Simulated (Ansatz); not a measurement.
**MgO, pressure series**

Base system: MgO in the rock salt structure (space group Fm-3m, No. 225; a = 4.2142 Å).

Cell and atoms are relaxed at each pressure.

The values are results of PBEsol in Ansatz (plane waves to 420 eV, PAW, no spin-orbit coupling), not measurements.

| variant | density | band gap | width of the top valence band |
|---|---|---|---|
| base | 3.58 g/cm³ | 4.62 eV | 1.79 eV |
| pressure −2 GPa | 3.53 g/cm³ | 4.50 eV | 1.76 eV |
| pressure −1 GPa | 3.55 g/cm³ | 4.56 eV | 1.78 eV |
| pressure 1.8 GPa | (withheld) | (withheld) | (withheld) |
| pressure 4.2 GPa | 3.67 g/cm³ | 4.87 eV | 1.83 eV |
| pressure 9 GPa | 3.77 g/cm³ | 5.13 eV | 1.88 eV |
| pressure 18 GPa | 3.93 g/cm³ | 5.58 eV | 1.97 eV |
| pressure 30 GPa | 4.12 g/cm³ | 6.11 eV | 2.07 eV |
| pressure 45 GPa | 4.34 g/cm³ | 6.70 eV | 2.18 eV |
| pressure 60 GPa | 4.52 g/cm³ | 7.23 eV | 2.28 eV |

What belongs in the blanks?


- pressure 1.8 GPa, density: 3.62 g/cm³
- pressure 1.8 GPa, band gap: 4.73 eV
- pressure 1.8 GPa, width of the top valence band: 1.81 eV

Load acts through the strain it causes; cell and atoms are relaxed under it. No phonon test of stability was made. No other phases were tried under pressure.

Ansatz is an electronic-structure program.
